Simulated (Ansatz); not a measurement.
The starting structures come from a database of crystals and need not be the phases stable at ambient conditions.

 Where the default PAW files enter, the runs use the earlier of Ansatz's two default sets.

Tunnelling through a barrier is set by its complex band structure: the current falls as exp(−2κd) with the smallest κ.

Input:

```
CELL_PARAMETERS angstrom
      4.22939     0.00000     0.00000
     -2.11470     3.66276     0.00000
      0.00000     0.00000     4.96478
ATOMIC_POSITIONS crystal
  Sr 0.00000 0.00000 0.00018
  Al 0.66667 0.33333 0.46043
  Si 0.33333 0.66667 0.55474
  H  0.66667 0.33333 0.10765
```

Space group of this cell: P3m1. The cell is taken as given; by PBEsol its mean pressure is -1.8 GPa.

Transport runs along the normal of the first two printed cell vectors, the (001) plane of the conventional cell.

The gap is the functional's own. No spin-orbit coupling. Mid-gap values are interpolated on the energy grid.

### Question
Predict the band gap and the smallest decay constant κ at mid-gap from PBEsol run with Ansatz (a first-principles code).

### Answer
Gap 0.56 eV on a 12×12×6 mesh; κ = 0.153 1/Å, at (0.417, 0.000) of the in-plane reciprocal vectors. At the zone centre, at the nearest computed energy, the slowest state has κ = 0.16 1/Å.
